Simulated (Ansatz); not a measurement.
The starting structures come from a database of crystals and need not be the phases stable at ambient conditions.

Here is the system:

```
BaClHO
1.0
    4.46309     0.00000     0.00000
    0.00000     9.38150     0.00000
    0.00000     0.00000     7.48101
Ba H Cl O
4 4 4 4
Direct
  0.75000   0.61221   0.69094
  0.25000   0.38779   0.30906
  0.25000   0.11221   0.80906
  0.75000   0.88779   0.19094
  0.25000   0.43132   0.78096
  0.75000   0.56868   0.21904
  0.75000   0.93132   0.71904
  0.25000   0.06868   0.28096
  0.25000   0.83580   0.52001
  0.75000   0.16420   0.47999
  0.75000   0.33580   0.97999
  0.25000   0.66420   0.02001
  0.25000   0.44757   0.65217
  0.75000   0.55243   0.34783
  0.75000   0.94757   0.84783
  0.25000   0.05243   0.15217
```

Space group of this cell: Pnma. The cell is taken as given; by r2SCAN its mean pressure is -1.9 GPa.

Transport runs along the normal of the first two printed cell vectors.

The gap is the functional's own. No spin-orbit coupling. Mid-gap values are interpolated on the energy grid.

Question: Predict the band gap and the smallest decay constant κ at mid-gap from Ansatz (a quantum-chemistry and plane-wave program) with r2SCAN.

Answer: Gap 5.54 eV on a 8×4×4 mesh; κ = 0.424 1/Å, at the zone centre.
